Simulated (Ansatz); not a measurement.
Worked example: self-consistent single point of AgNO3 (R3m, 5 atoms in the cell) in Ansatz (a quantum-chemistry and plane-wave program).

Level of theory: PBEsol, PAW files made with PBE (plane waves; Ansatz).

The change in words: lattice scaled by 0.98. Reference geometry:
```
AgNO3
1.0
    2.52771     1.45938     2.80851
   -2.52771     1.45938     2.80851
    0.00000    -2.91875     2.80851
Ag N O
1 1 3
Cartesian
  0.00000   0.00000   8.40900
  0.00000   0.00000   4.83717
  0.00000  -1.23931   4.85655
  1.07328   0.61966   4.85655
 -1.07328   0.61966   4.85655
```

Reference input (self-consistent single point, DFT, PBEsol, plane waves, PAW files made with PBE): kpoints.mp_grid.grid = 6 6 6; hamiltonian.xc = pbesol; hamiltonian.pseudopotentials = {kind: paw} (the program's default PAW files); scf.occupations.method = fermi_dirac; scf.occupations.width = 0.0007 Ry. This run's input differs from it in these lines:

```diff
@@ -3,5 +3,5 @@
   lattice:
-    - [2.527711, 1.459375, 2.808506]
-    - [-2.527711, 1.459375, 2.808506]
-    - [0.000000, -2.918749, 2.808506]
+    - [2.477157, 1.430188, 2.752336]
+    - [-2.477157, 1.430188, 2.752336]
+    - [0.000000, -2.860374, 2.752336]
   atoms:
```

Log, with long lists cut:

```
SCF iter   1: F=—  HF=-9581.512686 eV  |F-HF|=—  |Δ(HF+E_count)|=         —  Δρ=1.37e-1  dr2=1.40e1  ethr=3.10e-3  ⟨swp⟩=6.1  Hψ=3888  notcnv=0
all-band conjugate gradients solve this SCF's bands
preconditioner: auto → Resta (q_TF=auto, 2.582 Å⁻¹)
SCF iter   2: F=—  HF=-9577.365162 eV  |F-HF|=—  |Δ(HF+E_count)|=    4.15e0  Δρ=4.87e-2  dr2=1.50e0  ethr=3.10e-3  ⟨swp⟩=3.1  Hψ=2020  notcnv=0  defer=32
   [... lines left out ...]
SCF iter   6: F=—  HF=-9576.881488 eV  |F-HF|=—  |Δ(HF+E_count)|=   1.30e-3  Δρ=8.86e-4  dr2=4.60e-4  ethr=8.73e-6  ⟨swp⟩=2.7  Hψ=1494  notcnv=0  defer=32
SCF iter   7: F=—  HF=-9576.881593 eV  |F-HF|=—  |Δ(HF+E_count)|=   1.05e-4  Δρ=2.06e-4  dr2=2.77e-5  ethr=1.09e-6  ⟨swp⟩=2.0  Hψ=1399  notcnv=0  defer=32
SCF iter   8: F=—  HF=-9576.881628 eV  |F-HF|=—  |Δ(HF+E_count)|=   3.56e-5  Δρ=4.36e-5  dr2=1.24e-6  ethr=6.59e-8  ⟨swp⟩=2.0  Hψ=1348  notcnv=0  defer=32
SCF iter   9: F=-9576.881631 eV  HF=-9576.881631 eV  |F-HF|=7.83e-8  |Δ(HF+E_count)|=   2.05e-6  Δρ=1.11e-5  dr2=7.30e-8  ethr=2.38e-10  ⟨swp⟩=10.8  Hψ=4666  notcnv=0
SCF 1 converged in 9 iterations: F = -9576.881631 eV  dr2 = 7.30e-8
Free energy (F): -9576.881631 eV
Internal energy: -9576.881631 eV  (E = F + TS)
E sigma→0 (E₀):  -9576.881631 eV
Fermi energy:    7.684533 eV
--- Forces (eV/Å), atoms counted from 1 ---
  atom   1  Ag     0.00000000    -0.00000000    -0.00250128
  atom   2  N      0.00000000    -0.00000001    -0.10632296
  atom   3  O     -0.00000000    -3.20457507     0.03625990
  atom   4  O      2.77524342     1.60228754     0.03625932
  atom   5  O     -2.77524342     1.60228754     0.03625932
--- Stress (GPa, compression-positive) ---
       17.997391       0.000000      -0.000000
        0.000000      17.997391      -0.000002
       -0.000000      -0.000002       0.330746
  P = ⅓ Tr σ = 12.1085 GPa (121.085 kbar)
  The stress holds the Pulay correction. Without it, at fixed plane waves, as pw.x and ABINIT print it: P = 11.5601 GPa
```

The run converged in 9 iterations. Against the reference run the free energy goes up by 33.9 meV/atom, the pressure goes from 3.20 to 12.11 GPa, the largest force goes from 1.310 to 3.205 eV/Å and the gap on the mesh goes from 1.616 to 1.573 eV.

The starting cell comes from a database of computed structures (which also holds hypothetical and non-ambient phases and stackings), without a prior relaxation at this level. Its lattice was rescaled by a random factor within 2.5 % of one. For this run, on top of that: lattice scaled by 0.98. With a pressure of about 12 GPa the cell is away from its equilibrium volume at this level. Forces in this geometry exceed 1 eV/Å. Ansatz's pressure includes its estimate of the finite-basis (Pulay) stress. Without the estimate this run gives 11.56 GPa.

Keys are those of Ansatz 0.2.
